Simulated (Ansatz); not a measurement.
Take HfN in the rock salt structure (space group Fm-3m, No. 225; a = 4.525 Å) as the base.

Level of theory: r2SCAN in Ansatz (plane waves to 500 eV, PAW, spin-orbit coupling left out).

Before the change:

The volume per atom is 11.59 Å³.

It is then changed as follows: full substitution Hf → Ti; the structure is relaxed again.

### Question
Predict the new volume per atom.

### Answer
The volume per atom drops by 2.11 Å³ to 9.48 Å³.

No phonon test of stability was made. The final runs are not spin-polarised. An odd electron count without spin: TiN and HfN.

Ansatz is a first-principles code.
